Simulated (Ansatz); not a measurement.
ZnS: energy against volume

ZnS (zinc blende, F-43m, 20.162 Å³/atom and stress up to 0.01 GPa in the relaxed cell, cube axes along x, y and z) under an equal strain ε along all three axes. PBE in Ansatz, a plane-wave DFT program (PAW, default set), 420 eV, 10×10×10 Γ-centred mesh, Fermi-Dirac smearing 0.05 eV; ions are relaxed, or left where forces stay under 0.02 eV/Å, within the symmetry of each cell.

Here V stands for volume and E for E less E0.

```csv
volume (Å³/atom),E less E0 (meV/atom),pressure (GPa)
18.9762,16.93,4.83
19.2681,9.35,3.49
19.5630,4.09,2.25
19.8609,1.02,1.09
20.1618,0.00,0.01
20.4658,0.96,-1.00
20.7728,3.78,-1.94
21.0828,8.38,-2.81
21.3959,14.66,-3.61
22.0314,?,?
```

Fit E against V with the third-order Birch-Murnaghan form, a cubic in V^(-2/3), and predict the withheld value at V = 22.0314.

With u = V^(-2/3) - 0.135, the rows have u = 0.005560, 0.004136, 0.002735, 0.001354, -0.000006, -0.001346, -0.002666, -0.003967, -0.005248. Least squares gives E = 0.001 + 13.1·u + 539759·u² + 967769·u³. Residuals (row less fit): 0.004, -0.007, -0.004, 0.009, -0.001, 0.001, -0.004, -0.003, 0.002; standard error 0.006 (degrees of freedom: 5). Its minimum lies at u = -0.000012, so V0 = (0.134988)^(-3/2) = 20.16. There d²E/du² = 1079000 and d³E/du³ = 5807000, so B0 = (4/9) × 20.16^(-7/3) × 1079000 × 0.160218 = 69.5 GPa (the last factor turns the table's units into GPa), and B0' = 4 + (2/3) × 0.134988 × (5807000)/1079000 = 4.5. B0' rests on the cubic coefficient alone and has a standard error of 0.1 from these residuals. At the withheld row, u = -0.007756, so E = 0.001 + 13.1 × (-0.007756) + 539759 × (-0.007756)² + 967769 × (-0.007756)³ = 31.917 meV/atom. The calculation gives 31.94 meV/atom, 0.023 meV/atom above the prediction (0.1 % of the range of E in the table). The row lies outside the fitted rows, so this is an extrapolation. From the scatter of the fitted rows alone, a prediction at this place has a standard error of 0.025 meV/atom, so the miss is 0.9 times that.

Other structures, which can take over under pressure, weren't tried. The same form fitted to the pressure column gives B0' = 4.4; series where the two differ by over 0.4 aren't shown. Rows are the converged runs of the series near zero and its far end, less any whose ions stayed unrelaxed beside relaxed ones; series whose fitted rows scatter by over a few per cent of the range, as at a crossing or softening among them, aren't shown in this form.
